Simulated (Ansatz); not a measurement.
NH3 on the (0001) surface of wurtzite GaN (2x2 N adatom at H3; a constructed slab, bottom: 3 H on 4 bottom sites), one in a cell of 36 Å², energies for each. Energies are against NH3(g), without zero-point or thermal terms; each row is named by its start (#2, #3: further inequivalent places of a kind).

Host crystal: wurtzite GaN, with a band gap (PBE, scalar-relativistic without spin-orbit coupling).

Calculation: PBE (plane waves to 420 eV, PAW; Ansatz, a first-principles code).

Slab: 48 atoms, 13.4 Å thick at the start with caps and adatoms under the adsorbate (thin: gaps and levels are the slab's own); k 4x4x1, smearing 0.01 eV, dipole-corrected; 23 atoms held, the rest relaxed; each run with such symmetry as its start has; no spin, no spin-orbit, no U, no dispersion correction.

A negative adsorption energy means that the adsorbate is more stable on the surface than in its reference. Starts that drift may end in the same place. Heights count from the host atoms within 0.3 Å of the top one.

```
starting site                        E_ads (eV)  height (Å)  nearest host atom (Å)  bonded to  change of the vacuum step (eV)  lateral drift (Å)
-----------------------------------  ----------  ----------  ---------------------  ---------  ------------------------------  -----------------
top N                                     -0.49        1.07                Ga 2.27         Ga                           -1.95                2.4
over Ga at depth 1.1 Å                    -0.49        1.07                Ga 2.26         Ga                           -1.95                0.7
over Ga at depth 1.1 Å #2                 -0.49        1.07                Ga 2.26         Ga                           -1.96                0.7
hollow N-N-N over Ga at depth 1.8 Å       -1.33        0.58                Ga 2.13         Ga                           -2.04                0.0
```
